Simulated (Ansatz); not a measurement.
**MgTe: isotropic strain −2.40 %**

The reference is MgTe in the wurtzite structure (space group P6_3mc, No. 186; a = 4.6089 Å, c = 7.5001 Å).

Perturbation: the cell is scaled by 0.9760 in all directions; the atoms relax in the strained cell.

The values are results of PBE (Ansatz, a program for electronic structure), scalar-relativistic without spin-orbit coupling, not measurements. Γ-centred 8×8×5 mesh, Fermi–Dirac width 0.05 eV.

The space group is still P6_3mc (No. 186) and the shortest interatomic distance falls by 0.068 Å (2.818 Å → 2.750 Å). The energy rises by 20 meV/atom and the pressure (mean of the normal stresses, compression positive) grows by 2.87 GPa to 2.86 GPa. The band gap rises by 0.335 eV (2.37 eV → 2.71 eV) (an upper bound: an edge found on the path is not a true extremum; both cells).

With Te present, leaving out spin-orbit coupling can change the band edges. No phonon test of stability was made.
